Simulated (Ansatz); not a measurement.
Here is the system:

```xyz
8
Lattice="11.0982 0.0000 0.0000 0.0000 3.9850 0.0000 0.0000 0.0000 4.2318" Properties=species:S:1:pos:R:3 pbc="T T T"
Sn     6.8657     0.9962     1.6514
Sn     4.2326     2.9887     2.5803
Sn     9.7817     2.9887     3.7673
Sn     1.3165     0.9962     0.4645
S      3.9213     0.9962     0.1049
S      7.1769     2.9887     4.1269
S      1.6278     2.9887     2.2208
S      9.4704     0.9962     2.0110
```

Level of theory: PBEsol, rigid bands (plane waves, PAW, scalar-relativistic; Ansatz, a quantum-chemistry and plane-wave program). How the cell was made: cell and atoms relaxed with PBEsol.

Q: Predict the hole conductivity mass (n e² τ/σ) at 300 K, by direction if it differs.

A: 1.76 (x), 0.160 (y), 0.195 (z) mₑ.

Q: Predict the electron conductivity mass (n e² τ/σ) at 300 K, by direction if it differs.

A: 0.34 (x), 0.103 (y), 0.20 (z) mₑ.

Q: And the band gap?

A: 0.55 eV at this level; semilocal functionals usually fall short of the measured gap.

Rigid bands, one relaxation time for all states, no polarons. Spin-orbit coupling is left out; where it splits the top of the valence band it changes the hole mass and lowers the gap by about a third of the splitting.
